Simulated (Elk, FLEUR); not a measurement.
A FLEUR input for a self-consistent single point of LiYSe₂ (R-3m, 4 atoms in the cell) (DFT, PBEsol, all-electron FLAPW (FLEUR), scalar-relativistic valence):

Input of the input generator:

```
scf LiYSe2
&input film=f /
1.9540591533 1.1281768434 6.2135149518
-1.9540591533 1.1281768434 6.2135149518
-0.0000000000 -2.2563528911 6.2135150963
1.8897261246
1.0 1.0 1.0

4
3 0.5000000000 0.5000000000 0.5000000000
39 0.0000000000 0.0000000000 0.0000000000
34 0.7510860000 0.7510860000 0.7510860000
34 0.2489140000 0.2489140000 0.2489140000

&comp jspins=1 /
&exco xctyp='PBEs' /
&kpt div1=5 div2=5 div3=5 /
&end /
```

```xml
<?xml version="1.0" encoding="UTF-8" standalone="no"?>
<fleurInput fleurInputVersion="0.39">
   <comment>
      scf LiYSe2                                                                                          
   </comment>
   <calculationSetup>
      <cutoffs Kmax="4.5" Gmax="18.0" GmaxXC="18.0" numbands="0"/>
      <scfLoop itmax="80" minDistance="0.00001" maxIterBroyd="99" imix="Anderson" alpha="0.05" precondParam="0.0" spinf="2.0"/>
      <coreElectrons ctail="T" frcor="F" kcrel="0" coretail_lmax="0"/>
      <xcFunctional name="PBEs" relativisticCorrections="F"/>
      <magnetism jspins="1"/>
      <soc l_soc="F" theta="0.0" phi="0.0" spav="F"/>
      <expertModes spex="0" secvar="F"/>
      <geometryOptimization l_f="T" forcealpha="1.0" forcemix="BFGS" epsdisp="0.00001" epsforce="0.00001"/>
      <ldaU l_linMix="F" mixParam="0.05" spinf="1.0"/>
   </calculationSetup>
   <cell>
      <bzIntegration valenceElectrons="44.0" mode="hist" fermiSmearingEnergy="0.0001">
         <kPointListSelection listName="default-1"/>
         <!-- k-points included here -->
         <xi:include xmlns:xi="http://www.w3.org/2001/XInclude" href="kpts.xml"> </xi:include>
      </bzIntegration>
      <!-- symmetry operations included here -->
      <xi:include xmlns:xi="http://www.w3.org/2001/XInclude" href="sym.xml"> </xi:include>
      <bulkLattice scale="1.0">
         <bravaisMatrix>
            <row-1>    3.6926366310047660     2.1319452541417427    11.7418415300091681</row-1>
            <row-2>   -3.6926366310047660     2.1319452541417427    11.7418415300091681</row-2>
            <row-3>    0.0000000000000000    -4.2638890046284086    11.7418418030745944</row-3>
         </bravaisMatrix>
      </bulkLattice>
   </cell>
   <atomSpecies>
      <species name="Lithium (Li)" element="Li" atomicNumber="3">
         <mtSphere radius="1.77" gridPoints="613" logIncrement="0.016"/>
         <atomicCutoffs lmax="8" lnonsphr="6"/>
         <electronConfig flipSpins="F">
            <coreConfig>(1s1/2)</coreConfig>
            <valenceConfig>(2s1/2)</valenceConfig>
            <stateOccupation state="(2s1/2)" spinUp="0.5" spinDown="0.5"/>
         </electronConfig>
         <energyParameters s="2" p="2" d="3" f="4"/>
      </species>
      <species name="Yttrium (Y)" element="Y" atomicNumber="39">
         <mtSphere radius="2.27" gridPoints="783" logIncrement="0.016"/>
         <atomicCutoffs lmax="8" lnonsphr="6"/>
         <electronConfig flipSpins="F">
            <coreConfig>(1s1/2) (2s1/2) (2p1/2) (2p3/2) (3s1/2) (3p1/2) (3p3/2) (3d3/2) (3d5/2)</coreConfig>
            <valenceConfig>(4s1/2) (4p1/2) (4p3/2) (5s1/2) (4d3/2) (4d5/2)</valenceConfig>
            <stateOccupation state="(4d3/2)" spinUp="0.2" spinDown="0.2"/>
            <stateOccupation state="(4d5/2)" spinUp="0.3" spinDown="0.3"/>
         </electronConfig>
         <energyParameters s="5" p="5" d="4" f="4"/>
         <lo type="SCLO" l="0" n="4" eDeriv="0"/>
         <lo type="SCLO" l="1" n="4" eDeriv="0"/>
      </species>
      <species name="Selenium (Se)" element="Se" atomicNumber="34">
         <mtSphere radius="2.68" gridPoints="925" logIncrement="0.014"/>
         <atomicCutoffs lmax="10" lnonsphr="8"/>
         <electronConfig flipSpins="F">
            <coreConfig>(1s1/2) (2s1/2) (2p1/2) (2p3/2) (3s1/2) (3p1/2) (3p3/2)</coreConfig>
            <valenceConfig>(4s1/2) (3d3/2) (3d5/2) (4p1/2) (4p3/2)</valenceConfig>
            <stateOccupation state="(4p1/2)" spinUp="0.6666666666667" spinDown="0.6666666666667"/>
            <stateOccupation state="(4p3/2)" spinUp="1.3333333333333" spinDown="1.3333333333333"/>
         </electronConfig>
         <energyParameters s="4" p="4" d="3" f="4"/>
         <lo type="HELO" l="2" n="4" eDeriv="0"/>
      </species>
   </atomSpecies>
   <atomGroups>
      <atomGroup species="Lithium (Li)">
         <relPos label="                   1">1.000/2.000 1.000/2.000 1.000/2.000</relPos>
         <force calculate="T" relaxXYZ="TTT"/>
      </atomGroup>
      <atomGroup species="Yttrium (Y)">
         <relPos label="                   2">.0000000000 .0000000000 .0000000000</relPos>
         <force calculate="T" relaxXYZ="TTT"/>
      </atomGroup>
      <atomGroup species="Selenium (Se)">
         <relPos label="                   3">-.2489140000 -.2489140000 -.2489140000</relPos>
         <relPos label="                   4">.2489140000 .2489140000 .2489140000</relPos>
         <force calculate="T" relaxXYZ="TTT"/>
      </atomGroup>
   </atomGroups>
   <output dos="F" band="F" slice="F">
      <checks vchk="F" cdinf="F"/>
      <bandDOS minEnergy="-.5*Htr" maxEnergy="0.5*Htr" sigma="0.015" storeEVData="T"/>
      <vacuumDOS vacdos="F" integ="F" star="F" nstars="0" locx1="0.0" locy1="0.0" locx2="0.0" locy2="0.0" nstm="0" tworkf="0.0"/>
      <unfoldingBand unfoldBand="F" supercellX="1" supercellY="1" supercellZ="1"/>
      <plotting iplot="0" polar="F">
         <plot TwoD="T" vec1="  1.0  0.0  0.0" vec2="  0.0  1.0  0.0" vec3="  0.0  0.0  1.0" zero="  0.0  0.0  0.0" file="plot"/>
      </plotting>
      <chargeDensitySlicing numkpt="0" minEigenval="0.0" maxEigenval="0.0" nnne="0" pallst="F"/>
      <specialOutput eonly="F"/>
      <magneticCircularDichroism mcd="F" energyLo="-10.0" energyUp="0.0"/>
   </output>
  <!-- We include the file relax.xml here to enable relaxations (see documentation) -->
  <xi:include xmlns:xi="http://www.w3.org/2001/XInclude" href="relax.xml"> <xi:fallback/> </xi:include>
</fleurInput>
```

### Question
Translate this input to Elk.

### Answer
This is the input that was run; spellings and numerical settings could be chosen otherwise.

```
tasks
  0

xctype
  22

tforce
  .true.

rgkmax
  7.5

gmaxvr
  18.0

lmaxapw
  10

lmaxo
  8

nxlo
  2

lorbcnd
  .true.

lradstp
  2

nrmtscf
  2.0

lmaxi
  4

stype
  0

swidth
  0.0001

maxscl
  100

avec
    3.6926366310    2.1319452542   11.7418415303
   -3.6926366310    2.1319452542   11.7418415303
    0.0000000000   -4.2638890047   11.7418418033

sppath
  './'

atoms
  3
  'Li.in'
  1
  0.5000000000  0.5000000000  0.5000000000    0.0 0.0 0.0
  'Y.in'
  1
  0.0000000000  0.0000000000  0.0000000000    0.0 0.0 0.0
  'Se.in'
  2
  0.7510860000  0.7510860000  0.7510860000    0.0 0.0 0.0
  0.2489140000  0.2489140000  0.2489140000    0.0 0.0 0.0

ngridk
  5 5 5
```

Basis settings and potentials, where a program has them, do not carry over. This input uses DFT, PBEsol, all-electron FP-LAPW, Elk's shipped species files, APW+lo basis with extra local orbitals.

The starting cell comes from a database of computed structures (which also holds hypothetical and non-ambient phases and stackings), without a prior relaxation at this level. Its lattice was rescaled by a random factor within 2.5 % of one. For this run, on top of that: lattice scaled by 0.98.
